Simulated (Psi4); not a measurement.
Psi4 1.11, PBE/def2-svp: Ti(F)2(OH)2(NH3) ([NH3]->[Ti]([OH])([OH])([F])[F]), 11 atoms. The geometry is a generated start, not checked to be a minimum at this level.

| Property | Value |
|---|---|
| task | energy |
| method | pbe |
| basis | def2-svp |
| memory | 3 GB |
| maxiter | 100 |
| keys of the molecule block | symmetry c1 |
| scf_type | df (default) |
| e_convergence | 1e-06 (default) |
| d_convergence | 1e-06 (default) |
| dft_radial_points | 75 (default) |
| dft_spherical_points | 302 (default) |
| basis functions | 126 |
| grid points | 237557 |

```xyz
11

Ti     0.0884     0.5247     0.5222
F      0.7959     1.7451     1.5575
F     -1.5572     0.5965     1.0950
O      0.4882     1.2940    -0.9906
H      0.9086     2.1582    -1.0297
O      1.0969    -0.7956     1.0477
H      1.8138    -0.6501     1.6722
N     -0.8090    -1.0416    -0.8230
H     -0.6104    -1.9564    -0.4237
H     -0.4006    -0.9743    -1.7520
H     -1.8147    -0.9005    -0.8756
```

Charge 0 and multiplicity 1 are set for this test and not shown to be the ground state.

With the defaults (diis_max_vecs = 10, diis = true, scf_initial_accelerator = adiis, damping_percentage = 0, soscf = false, soscf_start_convergence = 0.01, guess = auto, which took SAD, level_shift = 0, level_shift_cutoff = 0.01) it converges in 11 SCF iterations. One run each on 2 threads, with these changes:
- guess = core
- level_shift = 0.5, level_shift_cutoff = 0.001
- guess = gwh
- diis = false, scf_initial_accelerator = none, damping_percentage = 60
- diis_max_vecs = 6
- guess = modhuckel
- diis_max_vecs = 3
- soscf = true, soscf_start_convergence = 0.001
- scf_initial_accelerator = ediis

Which of these changes keep the SCF from converging, or lead it to another solution?

No convergence: diis_max_vecs = 3; diis = false, scf_initial_accelerator = none, damping_percentage = 60 (the run ends without SCF convergence in 100 iterations). The rest reach the solution of the defaults.

| setting | SCF iterations | JK calls | end |
|---|---|---|---|
| soscf = true, soscf_start_convergence = 0.001 | 9 | 25 | same solution |
| the defaults | 11 | 12 | same solution |
| scf_initial_accelerator = ediis | 11 | 12 | same solution |
| diis_max_vecs = 6 | 11 | 12 | same solution |
| level_shift = 0.5, level_shift_cutoff = 0.001 | 11 | 12 | same solution |
| guess = modhuckel | 12 | 41 | same solution |
| guess = core | 17 | 17 | same solution |
| guess = gwh | 18 | 18 | same solution |
| diis_max_vecs = 3 | 100 | 101 | no convergence |
| diis = false, scf_initial_accelerator = none, damping_percentage = 60 | 100 | 101 | no convergence |

An SOSCF iteration holds several JK calls; a Hückel guess adds calls on atoms. 1 further run of the study ended by our limits or in an error and is left out.
